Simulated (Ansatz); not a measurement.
## Effect of isotropic strain +5.73 % on hypothetical rock salt YSi

The parent structure is YSi in the rock salt structure (space group Fm-3m, No. 225; a = 5.837 Å; a hypothetical phase, not in the database extracts checked; relaxed with 0.1 eV smearing).

The change: the cell is scaled by 1.0573 in all directions, atoms relaxed at fixed cell.

Calculations: Kohn–Sham DFT with the r2SCAN functional, run in Ansatz (a quantum-chemistry and plane-wave program) with PAW and 500 eV plane waves, no SOC, earlier PAW set. k-mesh 17×17×17 (Γ-centred); smearing 0.1 eV (Fermi–Dirac).

| quantity | base | changed | shift |
|---|---|---|---|
| space group | Fm-3m (No. 225) | Fm-3m (No. 225) | – |
| shortest interatomic distance | 2.919 Å | 3.086 Å | +0.167 Å |
| energy relative to the base (free energy F) | 0 meV/atom | +134 meV/atom | +134 meV/atom |
| band gap | zero | zero | – |

Whether these cells are dynamically stable was not tested. The final runs are not spin-polarised. An odd electron count without spin: YSi. YSi has a high density of states at the Fermi level and may be magnetic at this level.
